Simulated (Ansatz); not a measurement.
Take Ga2O3 (space group C2/m, No. 12) as the base.

```cif
data_Ga8O12
_chemical_formula_sum 'Ga8 O12'
_space_group_name_H-M_alt 'C2/m'
_space_group_IT_number 12
_space_group_name_Hall '-C 2y'
_cell_length_a 12.25468
_cell_length_b 3.03888
_cell_length_c 5.80782
_cell_angle_alpha 90.000
_cell_angle_beta 103.806
_cell_angle_gamma 90.000
loop_
_atom_site_label
_atom_site_type_symbol
_atom_site_symmetry_multiplicity
_atom_site_Wyckoff_symbol
_atom_site_fract_x
_atom_site_fract_y
_atom_site_fract_z
_atom_site_occupancy
Ga1 Ga 4 i 0.09051 0.00000 0.79479 1
Ga2 Ga 4 i 0.15871 0.50000 0.31446 1
O1 O 4 i 0.16418 0.00000 0.10912 1
O2 O 4 i 0.17333 0.00000 0.56353 1
O3 O 4 i 0.49625 0.00000 0.25623 1
```
(The calculation used a cell of 10 atoms; values per cell refer to that cell.)

Calculations: Kohn–Sham DFT with the r2SCAN functional, run in Ansatz (a quantum-chemistry and plane-wave program) with PAW and 500 eV plane waves, no spin-orbit coupling, earlier PAW set.

One change was made to it. Results:

The volume per atom drops by 0.25 Å³ (10.50 Å³ → 10.25 Å³); the smallest direct gap grows by 0.198 eV, from 3.07 eV to 3.26 eV; the band gap goes up by 0.194 eV, from 3.03 eV to 3.23 eV.

### Question
What was done to the base?
A) pressure 9 GPa
B) pressure 4.5 GPa
C) pressure 0.9 GPa
D) pressure 2.1 GPa

### Answer
B, pressure 4.5 GPa. For comparison, the band gap in the other runs: pressure 2.1 GPa gives 3.13 eV; pressure 9 GPa gives 3.41 eV; pressure 0.9 GPa gives 3.08 eV.

Load acts through the strain it causes; cell and atoms are relaxed under it. Whether these cells are dynamically stable was not tested. Competing high-pressure phases were not computed.
